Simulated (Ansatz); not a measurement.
Results of PBEsol (plane waves, PAW; Ansatz, a program for electronic structure) for TaC (model structure, started from the WC type, P-6m2, No. 187, 2 atoms in the cell).

Numerical settings: plane-wave cutoff 520 eV, 24×24×20 k mesh (along the axes of the cell as run), Fermi–Dirac smearing 0.05 eV, scalar-relativistic PAW data made under PBE.

Cell (relaxed at this level):

```yaml
crystal:
  lattice:
    - [3.02267, 0.00000, 0.00000]
    - [-1.51134, 2.61771, 0.00000]
    - [0.00000, 0.00000, 2.85919]
  atoms:
    - { symbol: Ta, position: [0.00000, 0.00000, 0.00000] }
    - { symbol: C, position: [0.66667, 0.33333, 0.50000] }
```

### Question
Estimate the bulk modulus B0 that the calculation returns.

### Answer

- bulk modulus B0: 307 GPa

The run finds no gap.

Note: the bulk modulus is −V dP/dV from two relaxed cells at ±2 % in volume; the relaxation could raise the start's symmetry but not lower it, so the cell can be a saddle point.

Spin–orbit coupling is not included; it can open a gap where bands touch, and shift volumes and moduli.

Static lattice: no zero-point or thermal effects.

It cost very roughly 90 core-seconds of CPU time.

A model structure was made by putting elements into a prototype or built by hand; it is no filed structure, need not be a known phase, and can be a saddle point held by its symmetry.
